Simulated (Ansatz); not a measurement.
For AlCr2C (P6₃/mmc, No. 194, 8 atoms in the cell; start mp-9956), LDA (plane waves, PAW; Ansatz, a first-principles code) gives:

```
Item                   Result
-------------------  --------
lattice parameter a   2.791 Å
c axis length        12.478 Å
```

Q: What does r²SCAN+rVV10 (PAW; Ansatz) give for the same quantities?

A: 
- lattice constant a: 2.816 Å (rises by 0.9 %)
- lattice parameter c: 12.618 Å (rises by 1.1 %)

Changes are worked out from the printed values.

Unless a cell is named, each level is at its own relaxed cell (LDA 10.52, r²SCAN+rVV10 10.83 Å³/atom).

The crystal itself was run without spin with LDA, r²SCAN+rVV10; a magnetic state was not tried in these runs.

Caveats: the relaxation could not lower the start's symmetry, so the cell can be a saddle point above a distorted one (LDA, r²SCAN+rVV10). Ansatz's density-functional and Hartree–Fock values are scalar-relativistic unless marked +SOC, with PAW data made under PBE.

A start named mp-… is a Materials Project structure, which need not be a measured phase.
